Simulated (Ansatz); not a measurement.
Start from HfN in the rock salt structure (space group Fm-3m, No. 225; a = 4.5482 Å; relaxed with 0.1 eV smearing). Axes: x, y, z lie along the cube axes.

The values are results of PBE (Ansatz, a first-principles code, PAW, spin-orbit coupling left out), not measurements.

Now apply this change: an isotropic linear strain of −2.00 %; the atoms relax in the strained cell.

Task: Predict the stress tensor and what it implies for the stiffness.

Result: Stress of the strained cell less that of the base (GPa, compression positive):
```
   18.1     0.0     0.0
    0.0    18.1     0.0
    0.0     0.0    18.1
```

Then B = −ΔP/(ΔV/V₀) with ΔV/V₀ = -0.0588 gives secant stiffness values (nonlinear terms included at this strain): B ≈ 308 GPa.

As a check, the harmonic strain energy −½ V₀ Δσ:ε is 40 meV/atom; the computed energy rise is 37 meV/atom.

Stability against distortions was not tested. All final runs are without spin polarisation.
